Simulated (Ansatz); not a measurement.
Carrier properties of CdSe under load (space group P6_3mc)

```
CELL_PARAMETERS angstrom
      4.19643     0.00000     0.00000
     -2.09822     3.63422     0.00000
      0.00000     0.00000     7.17911
ATOMIC_POSITIONS crystal
  Cd 0.33333 0.66667 0.00486
  Cd 0.66667 0.33333 0.50486
  Se 0.33333 0.66667 0.37014
  Se 0.66667 0.33333 0.87014
```

Level of theory: r2SCAN with spin-orbit coupling, rigid bands (plane waves, PAW; Ansatz, a first-principles code). Condition of this run: biaxial stress in the c plane of 2.1 GPa (compression positive) (the target of the relaxation). How the cell was made: cell and atoms relaxed with PBEsol, then loaded as said.

The band gap is 0.98 eV and the electron conductivity mass (300 K, dilute) is 0.117 (x), 0.117 (y), 0.100 (z) mₑ. The hole conductivity mass (300 K, dilute) comes out as 0.46 (x), 0.46 (y), 1.66 (z) mₑ. The effective density of states N_c (300 K) comes out as 8.7e17 cm⁻³, the effective density of states N_v (300 K) comes out as 1.0e19 cm⁻³ and the density-of-states mass, electrons is 0.106 mₑ. The density-of-states mass, holes is 0.56 mₑ, the Seebeck coefficient, n-type 1e19 cm⁻³, 300 K comes out as -70 μV/K and the best n-type power factor at 300 K for τ = 10 fs (best axis; densities from 1e16 to 1e21 cm⁻³ tried, whether or not they can be reached) comes out as 1.42 μW/(cm·K²) at 3e18 cm⁻³. The Seebeck coefficient, p-type 1e19 cm⁻³, 300 K comes out as 243 μV/K and the best p-type power factor at 300 K for τ = 10 fs (best axis; densities from 1e16 to 1e21 cm⁻³ tried, whether or not they can be reached) comes out as 5.3 μW/(cm·K²) at 3e20 cm⁻³.

Rigid bands; masses and Seebeck coefficients take one relaxation time τ for all states and one kind of carrier; polarons and phonon drag are left out. Geometry: cell and atoms relaxed with PBEsol.
